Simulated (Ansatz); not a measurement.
The reference is PbS in the rock salt structure (space group Fm-3m, No. 225; a = 5.903 Å).

Calculations: DFT with PBEsol, PAW potentials and a 420 eV plane-wave cutoff in Ansatz (a program for electronic structure), without spin-orbit coupling.

One change was made to it. Results:

The band gap becomes zero (base: 0.19 eV); the shortest interatomic distance drops by 0.0447 Å to 2.907 Å.

Question: Name the change that was made.
A. pressure −1 GPa
B. pressure 3 GPa
C. pressure 0.7 GPa
D. pressure −2 GPa

Answer: B, pressure 3 GPa. For comparison, the band gap in the other runs: pressure 0.7 GPa gives 0.15 eV; pressure −1 GPa gives 0.26 eV; pressure −2 GPa gives 0.33 eV.

Spin-orbit coupling, missing from the scalar runs, can matter with Pb. Load acts through the strain it causes; cell and atoms are relaxed under it. Whether these cells are dynamically stable was not tested. All final runs are without spin polarisation. A zero or small gap of PbS can be the functional's error rather than a property of the material.
